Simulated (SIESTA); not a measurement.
SIESTA run on ScAu4 (I4/m, 5 atoms in the cell): self-consistent single point.

Level of theory: GGA PBEsol, numerical atomic orbitals DZP, PseudoDojo PBEsol standard norm-conserving potentials (rewritten from UPF to PSML) run with SIESTA.

```xyz
5
Lattice="-3.2717 3.2717 2.0127 3.2717 -3.2717 2.0127 3.2717 3.2717 -2.0127" Properties=species:S:1:pos:R:3 pbc="T T T"
Sc     0.0000     0.0000     0.0000
Au     0.6697     1.9446     2.0127
Au     2.6020     1.3271     0.0000
Au     1.3271     3.9414     0.0000
Au     1.9446    -0.6697     2.0127
```

Reference input (self-consistent single point, DFT, LDA PW92, numerical atomic orbitals DZP, PseudoDojo LDA standard norm-conserving potentials (rewritten from UPF to PSML)): XC.functional = LDA; XC.authors = PW92; potentials = PseudoDojo LDA standard; PAO.BasisSize = DZP; PAO.EnergyShift = 0.005 Ry; MeshCutoff = 350 Ry; kgrid.MonkhorstPack = 6 6 6; OccupationFunction = MP; OccupationMPOrder = 0; ElectronicTemperature = 272 meV; MaxSCFIterations = 150; SCF.Mixer.Method = Broyden. This run's input differs from it in these lines:

```diff
@@ -1,2 +1,2 @@
-# files in the folder: Sc.psml Au.psml (PseudoDojo LDA standard)
+# files in the folder: Sc.psml Au.psml (PseudoDojo PBEsol standard)
 SystemName  ScAu4
@@ -25,4 +25,4 @@
 
-XC.functional                LDA
-XC.authors                   PW92
+XC.functional                GGA
+XC.authors                   PBEsol
 PAO.BasisSize                DZP
```

Log, with long lists cut:

```
        iscf     Eharris(eV)        E_KS(eV)     FreeEng(eV)     dDmax    Ef(eV) dHmax(eV)
   scf:    1   -17187.369810   -17310.479636   -17310.554182  1.558904 -1.828920 23.193028
   scf:    2   -17375.934551   -17353.550036   -17353.603776  0.861139 -2.019242  8.637837
   scf:    3   -17362.140160   -17358.507303   -17358.566522  0.248457 -2.265940  4.896638
   scf:    4   -17360.082165   -17360.381453   -17360.444167  0.263040 -2.745750  4.143588
   scf:    5   -17361.026526   -17360.744466   -17360.807570  0.116694 -2.833137  2.169075
   [... 5 lines left out ...]
   scf:   11   -17360.904649   -17360.904983   -17360.968348  0.005260 -2.934240  0.070280
   scf:   12   -17360.905207   -17360.905150   -17360.968500  0.003281 -2.931932  0.003858
   scf:   13   -17360.905152   -17360.905151   -17360.968501  0.000124 -2.931874  0.000962
   scf:   14   -17360.905151   -17360.905151   -17360.968501  0.000030 -2.931900  0.000638
SCF Convergence by DM+H criterion
max |DM_out - DM_in|         :     0.0000303258
max |H_out - H_in|      (eV) :     0.0006380629
SCF cycle converged after 14 iterations

Using DM_out to compute the final energy and forces

siesta: E_KS(eV) =           -17360.9052

siesta: E_KS - E_eggbox =    -17360.9052

siesta: Atomic forces (eV/Ang):
     1    0.000000   -0.000000    0.000000
     2   -0.089665    0.079814    0.000568
     3    0.089665   -0.079814   -0.000568
     4   -0.078768   -0.090696   -0.000017
     5    0.078768    0.090696    0.000017
   Tot    0.000000   -0.000000    0.000000
   Max    0.090696
   Res    0.062011    sqrt( Sum f_i^2 / 3N )
   Max    0.090696    constrained

Stress tensor Voigt[x,y,z,yz,xz,xy] (kbar):       13.08       13.06       11.18        0.07       -0.02        0.09
   [... lines left out ...]
siesta: FreeEng =    -17360.968501
   [... lines left out ...]
siesta:     0.008162    0.000054   -0.000011
siesta:     0.000054    0.008151    0.000045
siesta:    -0.000011    0.000045    0.006981

siesta: Cell volume =         86.173751 Ang**3

siesta: Pressure (static):
siesta:                Solid            Molecule  Units
siesta:          -0.00008457         -0.00007842  Ry/Bohr**3
siesta:          -0.00776462         -0.00720039  eV/Ang**3
siesta:         -12.44028548        -11.53629639  kBar
```

The run converged in 14 iterations. Against the reference run the pressure goes from -5.76 to -1.24 GPa and the largest force goes from 0.105 to 0.120 eV/Å.

The starting cell comes from a database of computed structures (which also holds hypothetical and non-ambient phases and stackings), without a prior relaxation at this level. Its lattice was rescaled by a random factor within 2.5 % of one. Values carry the incompleteness of an atom-centred basis.

Cost on one core of a shared machine: roughly 80 s.
